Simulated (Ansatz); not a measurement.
Worked example: self-consistent single point of Cu₃AsS₄ (R3m, 8 atoms in the cell) in Ansatz (a first-principles code)

Method of the run: PBEsol, default PAW files made with PBE (plane waves; Ansatz).

The input file:

Ansatz 0.2 input:
```yaml
crystal:
  lattice:
    - [5.285506, 0.000000, 0.000000]
    - [0.000000, 5.285506, 0.000000]
    - [0.000000, 0.000000, 5.285506]
  atoms:
    - { symbol: Cu, position_ang: [0.000000, 2.642753, 2.642753] }
    - { symbol: Cu, position_ang: [2.642753, 0.000000, 2.642753] }
    - { symbol: Cu, position_ang: [2.642753, 2.642753, 0.000000] }
    - { symbol: As, position_ang: [0.028869, 0.028869, 0.028869] }
    - { symbol: S, position_ang: [1.335542, 3.949964, 3.949964] }
    - { symbol: S, position_ang: [3.949964, 3.949964, 1.335542] }
    - { symbol: S, position_ang: [3.949964, 1.335542, 3.949964] }
    - { symbol: S, position_ang: [1.335542, 1.335542, 1.335542] }
basis:
  ecutwfc: 420.0
kpoints:
  mp_grid:
    grid: [4, 4, 4]
hamiltonian:
  xc: pbesol
  pseudopotentials:
    kind: paw
scf:
  occupations:
    method: gaussian
    width: 0.1
output:
  forces: true
  eigenvalues: true
  stress: true
```

The program printed (abridged):

```
WARN ansatz: RAYON_NUM_THREADS=1 ignored (pool sized by the plan → 1); use --threads N
Pseudopotentials: kind: paw
Pseudopotential: Cu, paw, valence charge 19
Pseudopotential: As, paw, valence charge 15
Pseudopotential: S, paw, valence charge 6
Crystal: 8 atoms, lattice volume = 147.659 Å³
Basis set: ecut = 420 eV, 2945 PW (Γ), exchange–correlation on 72×72×72 points (8 copies of the dense FFT grid, shifted against one another)
Bands: 58, of which v1, the nominal top of the filled ones, is band 48 counted from 1 (47 counted from 0)
Symmetry: 6 space group operations
Space group: R3m (ITA 160), of the structure as read, at distance tolerance 5.3e-5 Å
k-points: 13 of 64 (time reversal used)
PAW frozen core: Cu, regenerated for the run's functional, and the local potential with it
PAW frozen core: As, regenerated for the run's functional, and the local potential with it
PAW frozen core: S, regenerated for the run's functional, and the local potential with it
Initial density: superposition of atomic densities (neutral atoms: chi_scale 0, normalization atom), corrected by the library's trained network
Initial wavefunctions: pseudopotential atomic-orbital guess
Eigensolver: davidson
Functional: x = pbesol(κ = 0.804, μ = 0.12345679012345678), c = pbesol(β = 0.046)
SCF iter   1: F=—  HF=-28120.703064 eV  |F-HF|=—  |Δ(HF+E_count)|=         —  Δρ=1.06e-2  dr2=1.13e-1  ethr=1.77e-3  ⟨swp⟩=6.4  Hψ=2861  notcnv=0  defer=8
all-band conjugate gradients solve this SCF's bands
preconditioner: auto → LDOS
SCF iter   2: F=—  HF=-28120.716054 eV  |F-HF|=—  |Δ(HF+E_count)|=   1.30e-2  Δρ=1.31e-2  dr2=1.39e-1  ethr=1.18e-4  ⟨swp⟩=2.0  Hψ=1573  notcnv=0  defer=52
SCF iter   3: F=—  HF=-28120.680658 eV  |F-HF|=—  |Δ(HF+E_count)|=   3.54e-2  Δρ=3.57e-3  dr2=1.15e-2  ethr=1.18e-4  ⟨swp⟩=2.0  Hψ=1365  notcnv=0  defer=52
SCF iter   4: F=—  HF=-28120.678258 eV  |F-HF|=—  |Δ(HF+E_count)|=   2.40e-3  Δρ=1.08e-3  dr2=1.19e-3  ethr=1.20e-5  ⟨swp⟩=2.0  Hψ=953  notcnv=0  defer=52
SCF iter   5: F=—  HF=-28120.678072 eV  |F-HF|=—  |Δ(HF+E_count)|=   1.86e-4  Δρ=3.91e-4  dr2=1.56e-4  ethr=1.23e-6  ⟨swp⟩=2.2  Hψ=935  notcnv=0  defer=52
SCF iter   6: F=—  HF=-28120.678049 eV  |F-HF|=—  |Δ(HF+E_count)|=   2.29e-5  Δρ=5.75e-5  dr2=3.76e-6  ethr=1.63e-7  ⟨swp⟩=2.0  Hψ=938  notcnv=0  defer=52
SCF iter   7: F=—  HF=-28120.678257 eV  |F-HF|=—  |Δ(HF+E_count)|=   2.08e-4  Δρ=1.13e-5  dr2=1.63e-7  ethr=3.92e-9  ⟨swp⟩=2.1  Hψ=1010  notcnv=0  defer=52
SCF iter   8: F=-28120.678257 eV  HF=-28120.678257 eV  |F-HF|=9.39e-10  |Δ(HF+E_count)|=   6.63e-9  Δρ=1.78e-6  dr2=2.94e-9  ethr=1.04e-10  ⟨swp⟩=8.9  Hψ=3075  notcnv=0
SCF 1 converged in 8 iterations: F = -28120.678257 eV  dr2 = 2.94e-9
SCF converged after 8 iterations
Free energy (F): -28120.678257 eV
Harris-Foulkes:  -28120.678257 eV  (|F-HF|=9.39e-10)
Internal energy: -28120.662328 eV  (E = F + TS)
E sigma→0 (E₀):  -28120.670292 eV
Entropy (-TS):   -0.015930 eV (-1.991 meV/atom)
Fermi energy:    8.561535 eV
--- Per-component energies (eV) ---
  E_band       = -1765.190884
  E_kinetic    = 1426.490871
  E_local      = -19039.793581  (includes V_loc(G=0)·N_el)
  E_nonlocal   = 634.964224
  E_hartree    = 8569.363446
  E_xc         = -726.493621
  E_vxc        = -770.075891  (∫ρ·V_xc dr)
  E_paw        = -9018.831788  (= ΣΔE_a)
  E_vpaw       = -1155.506097  (= ΣTr[D̂ρ^β])
  E_aug_tail   = 0.000725  (compensation charges beyond the density's cutoff)
  E_ewald      = -9968.195437
  E_core_change = 1.832832  (= ΣΔE_core)
  E_smearing   = -0.015930  (= −TS)
  E_closure    = -0.000000  (closes the sum)
  Σ components = -28120.678257   (vs F -28120.678257, Δ=0.00e0)
--- Forces (eV/Å), atoms counted from 1 ---
  atom   1  Cu    -0.04746249     0.03406137     0.03406137
  atom   2  Cu     0.03406137    -0.04746249     0.03406137
  atom   3  Cu     0.03406137     0.03406137    -0.04746249
  atom   4  As    -0.31951496    -0.31951496    -0.31951496
  atom   5  S      0.16875178    -0.11304264    -0.11304264
  atom   6  S     -0.11304264    -0.11304264     0.16875178
  atom   7  S     -0.11304264     0.16875178    -0.11304264
  atom   8  S      0.35619309     0.35619309     0.35619309
  max |Σ_I F_I| component: 4.89e-6 eV/Å
--- Stress (GPa, compression-positive) ---
       -2.518466       0.235994       0.235994
        0.235994      -2.518466       0.235994
        0.235994       0.235994      -2.518466
  P = ⅓ Tr σ = -2.5185 GPa (-25.185 kbar)
  The stress holds the Pulay correction. Without it, at fixed plane waves, as pw.x and ABINIT print it: P = -2.5579 GPa
--- Band table (eV; the first three rows and the last of 13) ---
  k-point 0: bands = ["-103.3538", "-103.3538", "-103.3538", "-60.9978", "-60.9978", "-60.9978", "-60.8398", "-60.8398", "-60.8398", "-60.8391", "-60.8390", "-60.8390", "-28.6863", "-28.6817", "-28.6817", "-28.6709", "-28.6709", "-6.9826", [...]
  k-point 1: bands = ["-103.3537", "-103.3537", "-103.3537", "-60.9978", "-60.9977", "-60.9977", "-60.8398", "-60.8398", "-60.8398", "-60.8391", "-60.8390", "-60.8390", "-28.6863", "-28.6817", "-28.6817", "-28.6708", "-28.6708", "-6.8495", [...]
  k-point 2: bands = ["-103.3537", "-103.3537", "-103.3537", "-60.9978", "-60.9977", "-60.9977", "-60.8398", "-60.8398", "-60.8398", "-60.8391", "-60.8390", "-60.8390", "-28.6863", "-28.6817", "-28.6817", "-28.6708", "-28.6708", "-6.6718", [...]
  k-point 12: bands = ["-103.3537", "-103.3537", "-103.3537", "-60.9981", "-60.9976", "-60.9976", "-60.8399", "-60.8399", "-60.8396", "-60.8392", "-60.8389", "-60.8389", "-28.6863", "-28.6817", "-28.6817", "-28.6708", "-28.6708", "-6.4051", [...]
```

The run converged in 8 iterations.

The starting cell comes from a database of computed structures (which also holds hypothetical and non-ambient phases and stackings), without a prior relaxation at this level. Its lattice was rescaled by up to half a per cent. One atom was moved a little off its site on purpose. Spin polarisation is off. Ansatz's pressure includes its estimate of the finite-basis (Pulay) stress. The run gives no clean gap (levels at the Fermi energy touch, overlap or are partly filled at this smearing), which alone does not show that the compound is a metal.
